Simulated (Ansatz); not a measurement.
The parent structure is SrO in the rock salt structure (space group Fm-3m, No. 225; a = 5.122 Å). Axes: x, y, z lie along the cube axes.

Calculations: PBEsol in Ansatz (plane waves to 420 eV, PAW, spin-orbit coupling left out).

Strains are applied to the cell and any free atomic positions relax; under biaxial strain the out-of-plane vector relaxes too.

One change was made to it. Results:

The energy rises by 5.5 meV/atom; the shortest interatomic distance falls by 0.0185 Å, from 2.561 Å to 2.543 Å.

Task: Which change produced these results?
A. biaxial strain +2.50 %, plane normal [111], relaxed out of plane
B. biaxial strain −1.67 %, plane normal [111], relaxed out of plane
C. biaxial strain −2.08 %, plane normal [111], relaxed out of plane
D. biaxial strain −0.83 %, plane normal [111], relaxed out of plane
E. biaxial strain −2.50 %, plane normal [111], relaxed out of plane

Result: B, biaxial strain −1.67 %, plane normal [111], relaxed out of plane. For comparison, the energy relative to the base in the other runs: biaxial strain −0.83 %, plane normal [111], relaxed out of plane gives +1.3 meV/atom; biaxial strain −2.50 %, plane normal [111], relaxed out of plane gives +13 meV/atom; biaxial strain +2.50 %, plane normal [111], relaxed out of plane gives +12 meV/atom; biaxial strain −2.08 %, plane normal [111], relaxed out of plane gives +8.7 meV/atom.

Whether these cells are dynamically stable was not tested.

Ansatz is a first-principles code.
